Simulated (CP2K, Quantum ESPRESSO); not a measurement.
Equation of state of rock-salt CaS (space group 225): energy against volume (CP2K, PBE)

```xyz
2
Lattice="3.9519 0.0000 0.0000 1.9759 3.4224 0.0000 1.9759 1.1408 3.2267" Properties=species:S:1:pos:R:3 pbc="T T T"
Ca     0.0000     0.0000     0.0000
S      3.9519     2.2816     1.6134
```

Method of the run: PBE, GPW, DZVP-MOLOPT-SR-GTH basis, GTH-PBE potentials (GTH_POTENTIALS) in CP2K. Settings: CUTOFF = 650 Ry; REL_CUTOFF = 40 Ry; SMEAR/METHOD = FERMI_DIRAC; ELECTRONIC_TEMPERATURE = 116.05 K; KPOINTS/SCHEME = MONKHORST-PACK 10 10 10; GAMMA_CENTERED = T; XC_FUNCTIONAL = PBE; Ca/BASIS_SET = DZVP-MOLOPT-SR-GTH-q10; Ca/POTENTIAL = GTH-PBE-q10; S/BASIS_SET = DZVP-MOLOPT-SR-GTH-q6; S/POTENTIAL = GTH-PBE-q6; METHOD = GPW; EPS_DEFAULT = 1e-10; NGRIDS = 5; SCF_GUESS = ATOMIC; EPS_SCF = 1e-07. The cell above is the first row's. The rows scale it uniformly. In all rows fractional positions and the k mesh are held. E is the free energy at the stated smearing, counted from the lowest row.

```
V (Å^3/atom)  E (meV/atom)
------------  ------------
21.821                   ?
22.295               13.71
22.770                5.22
23.244                0.79
23.718                0.00
24.193                2.56
24.667                8.05
25.141               16.22
25.616               26.82
```

Fit E of the 8 rows that show it with the third-order Birch-Murnaghan form, a cubic in V^(-2/3). With u = V^(-2/3) - 0.120, the rows have u = 0.006239, 0.004478, 0.002780, 0.001138, -0.000453, -0.001989, -0.003477, -0.004922. Least squares gives E = 1.503 - 2028.6·u + 635577·u² + 528227·u³. Residuals (row less fit): -0.005, 0.009, 0.003, -0.018, 0.008, 0.002, 0.002, -0.002; standard error 0.011 (degrees of freedom: 4). Its minimum lies at u = 0.001593, so V0 = (0.121593)^(-3/2) = 23.59. There d²E/du² = 1276000 and d³E/du³ = 3169000, so B0 = (4/9) × 23.59^(-7/3) × 1276000 × 0.160218 = 57.0 GPa (the last factor turns the table's units into GPa), and B0' = 4 + (2/3) × 0.121593 × (3169000)/1276000 = 4.2. The program's pressures in the fitted runs (not shown) pass through zero at V = 23.59, 0.01 % from this V0.

Problem. What does the fit predict for E at V = 21.821, and how far is the calculated value from it?

Solution. u = 0.008061, so E = 1.503 - 2028.6 × 0.008061 + 635577 × 0.008061² + 528227 × 0.008061³ = 26.727 meV/atom. The calculation gives 26.67 meV/atom, 0.057 meV/atom below the prediction (0.2 % of the range of E in the table). The row lies outside the fitted rows, so this is an extrapolation. From the scatter of the fitted rows alone, a prediction at this place has a standard error of 0.034 meV/atom, so the miss is 1.7 times that.

Carrying the step between the two nearest rows on in a straight line would have given 22.18, off by 4.49; series whose last step already gives the withheld value aren't shown. The scan was laid around a cell of about the measured size, scaled by a guess for this functional. The runs keep the symmetry of the cell, so they don't test it for distortions. A plane-wave scan with the same functional (Quantum ESPRESSO, GBRV) gives V0 = 23.28 Å^3/atom and B0 = 57.0 GPa; a Birch-Murnaghan fit to all rows here lies 1.3 % from it in V0 and 0 % in B0; the two differ in basis, and may differ in potentials and mesh. Values carry the incompleteness of an atom-centred basis. Cutoffs and mesh are single choices, not tested for convergence of this quantity. Series with a scatter that would blur these digits, or in which a gap closes, are not shown. Nor are scans whose minimum lies at an end fitted in this form.
